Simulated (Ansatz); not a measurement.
## hypothetical rock salt ZrSi with two functionals

Base system: ZrSi in the rock salt structure (space group Fm-3m, No. 225; a = 5.397 Å; a hypothetical phase, not in the database extracts checked).

(Cell as relaxed with PBE.)

Levels (all Ansatz, a program for electronic structure, PAW, earlier PAW set): PBE (420 eV, scalar-relativistic without spin-orbit coupling); PBEsol (420 eV, spin-orbit coupling left out).

Each level relaxes its own structure.

```
quantity                  PBE    PBEsol
-------------------  --------  --------
volume per atom      19.65 Å³  19.05 Å³
lattice parameter a   5.397 Å   5.342 Å
band gap                 zero      zero
```

PBE's volume per atom lies 0.60 Å³ above PBEsol's (3.1 %); PBE's lattice parameter a lies 0.055 Å above PBEsol's (1.0 %); the two agree on the band gap. Neither level is exact; PBEsol is the comparison here, not a measurement.

Stability against distortions was not tested. All final runs are without spin polarisation.
